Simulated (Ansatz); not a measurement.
```
LiBr
1.0
    0.00000     2.65515     2.65515
    2.65515     0.00000     2.65515
    2.65515     2.65515     0.00000
Li Br
1 1
Direct
  0.00000   0.00000   0.00000
  0.50000   0.50000   0.50000
```

Unless called populations, κ holds the coherence term between modes besides the Boltzmann populations.

Task: Estimate the lattice thermal conductivity at 300 K from the linearised phonon Boltzmann equation (three-phonon plus isotope scattering), LDA in Ansatz (third-order constants from a 54-atom supercell out to 5.6 Å, harmonic mesh 6×6×6, k mesh 6×6×6, scattering mesh 17×17×17).

Result: κ = 3.5 W/(m K). Supercell, cutoff and meshes were set by a common rule and not converged for this crystal in particular.

The PAW data sets were generated under PBE and serve the other functionals too.

Ansatz is an electronic-structure program.
